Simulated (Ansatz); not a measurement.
Consider Ba2TiO4 (space group P4/mmm, No. 123; a cell from a computed database, its experimental status unchecked).

```yaml
crystal:
  lattice:
    - [3.92774, 0.00000, 0.00000]
    - [0.00000, 3.92774, 0.00000]
    - [0.00000, 0.00000, 8.54406]
  atoms:
    - { symbol: Ba, position: [0.00000, 0.00000, 0.72970] }
    - { symbol: Ba, position: [0.00000, 0.00000, 0.27030] }
    - { symbol: Ti, position: [0.50000, 0.50000, 0.50000] }
    - { symbol: O, position: [0.00000, 0.50000, 0.50000] }
    - { symbol: O, position: [0.50000, 0.00000, 0.50000] }
    - { symbol: O, position: [0.50000, 0.50000, 0.73005] }
    - { symbol: O, position: [0.50000, 0.50000, 0.26995] }
```

Calculations: r2SCAN+rVV10 in Ansatz (plane waves to 500 eV, PAW, spin-orbit coupling left out).

Before the change:

- Pressure = 0.0 kbar
- Band gap = 2.36 eV
- Gap character = indirect, Γ–X (50 % along) → Γ

One thing is altered: an isotropic linear strain of −4.74 %; the atoms relax in the strained cell.

Question: How does this affect the pressure, largest internal atomic displacement, band gap and gap character?

Answer: The pressure (mean of the normal stresses, compression positive) goes from zero to 110.2 kbar; the largest internal atomic displacement amounts to 0.197 Å; the band gap increases by 0.04 eV (2.36 eV → 2.40 eV); the gap character goes from indirect, Γ–X (50 % along) → Γ to indirect, M → Γ.

No phonon test of stability was made. All final runs are without spin polarisation.

Ansatz is a first-principles code.
